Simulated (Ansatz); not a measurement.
The structure below was relaxed with plane-wave PAW DFT at the r2SCAN level (Ansatz, a quantum-chemistry and plane-wave program, 500 eV), no spin-orbit coupling, at pressure −2 GPa.

```
CELL_PARAMETERS angstrom
      0.00000     2.07145     2.07145
      2.07145     0.00000     2.07145
      2.07145     2.07145     0.00000
ATOMIC_POSITIONS crystal
  Au 0.00000 0.00000 0.00000
```

Find the space group and the Wyckoff positions.

Space group Fm-3m (No. 225); a = b = c = 4.143 Å, α = β = γ = 90.00°

| atom | site | symmetry | x | y | z |
|---|---|---|---|---|---|
| Au | 4a | m-3m | 0.0000 | 0.0000 | 0.0000 |

Describe the coordination.

The crystal has 4 atoms in its conventional cell. Lattice parameters: a = 4.1429 Å, b = 4.1429 Å, c = 4.1429 Å, α = 90.00°, β = 90.00°, γ = 90.00°. Au sees 12 Au at 2.929 Å (cuboctahedral). (Neighbours: up to the widest gap in distance over summed covalent radii, below 1.35, at either atom.)

Load acts through the strain it causes; cell and atoms are relaxed under it. Stability against distortions was not tested. The cell was made from Au in the fcc (Cu type) structure (space group Fm-3m, No. 225) by this change: pressure −2 GPa.
